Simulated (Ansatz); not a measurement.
## Electron-phonon data for Ti2GeC (P6_3/mmc)

Here is the system:

```yaml
crystal:
  lattice:
    - [3.05590, 0.00000, 0.00000]
    - [-1.52795, 2.64649, 0.00000]
    - [0.00000, 0.00000, 12.85918]
  atoms:
    - { symbol: Ti, position: [0.66667, 0.33333, 0.58927] }
    - { symbol: Ti, position: [0.33333, 0.66667, 0.41073] }
    - { symbol: Ti, position: [0.33333, 0.66667, 0.08927] }
    - { symbol: Ti, position: [0.66667, 0.33333, 0.91073] }
    - { symbol: Ge, position: [0.66667, 0.33333, 0.25000] }
    - { symbol: Ge, position: [0.33333, 0.66667, 0.75000] }
    - { symbol: C, position: [0.00000, 0.00000, 0.50000] }
    - { symbol: C, position: [0.00000, 0.00000, 0.00000] }
```

Method: PBEsol, DFPT electron-phonon coupling, linearised Boltzmann equation (plane waves, PAW, scalar-relativistic; Ansatz, a program for electronic structure). Cell: relaxed with this functional, without spin-orbit coupling.

```
Quantity                                                                                                         Value
----------------------------------------------------------------------------------  ----------------------------------
resistivity at 300 K                                                                15.3 (x), 15.3 (y), 19.0 (z) μΩ·cm
electron mean free path at 300 K (weighted by the current that each state carries)        8.9 (x), 8.9 (y), 8.3 (z) nm
Drude plasma energy                                                                       4.8 (x), 4.8 (y), 4.1 (z) eV
```

A metal at this level (no band gap). Only scattering by harmonic phonons is included (no impurities, grain boundaries, electron-electron scattering or thermal expansion). Spin-orbit coupling is left out. Halving the electron mesh (32x32x8) moves the resistivity by up to 5 % at 300 K, the mean free path by up to 9 %. Smearing 0.20 eV; phonons on a 5x5x1 q mesh, which this run doesn't test and which matters most at low temperature.

Computed structure with no diffraction record at hand here (it may be known, metastable or hypothetical): Ti2GeC (P6_3/mmc).
